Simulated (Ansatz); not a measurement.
The starting structures come from a database of crystals and need not be the phases stable at ambient conditions.

Tunnelling through a barrier is set by its complex band structure: the current falls as exp(−2κd) with the smallest κ.

Given:

```
CELL_PARAMETERS angstrom
      5.85752     0.00000     0.00000
      2.92876     5.84556     0.00000
      0.00000     0.00000     7.87547
ATOMIC_POSITIONS crystal
  Rb 0.39578 0.20844 0.54931
  Rb 0.60422 0.79156 0.04931
  Rb 0.06238 0.87524 0.41072
  Rb 0.93762 0.12476 0.91072
  Li 0.20121 0.59758 0.82920
  Li 0.79879 0.40242 0.32920
  V  0.69105 0.61790 0.61076
  V  0.30895 0.38210 0.11076
  O  0.11450 0.29188 0.21772
  O  0.88550 0.70812 0.71772
  O  0.59362 0.29188 0.21772
  O  0.40638 0.70812 0.71772
  O  0.36537 0.26926 0.90876
  O  0.63463 0.73074 0.40876
  O  0.83704 0.32592 0.57709
  O  0.16296 0.67408 0.07709
```

Space group of this cell: Cmc2_1. The cell is taken as given; by r2SCAN its mean pressure is -0.8 GPa.

Transport runs along the normal of the first two printed cell vectors.

The gap is the functional's own. No spin-orbit coupling. Mid-gap values are interpolated on the energy grid.

Problem. Give the band gap and the smallest decay constant κ at mid-gap that r2SCAN (Ansatz, a program for electronic structure) yields.

Solution. Gap 4.30 eV on a 6×6×4 mesh; κ = 0.607 1/Å, at the zone centre.
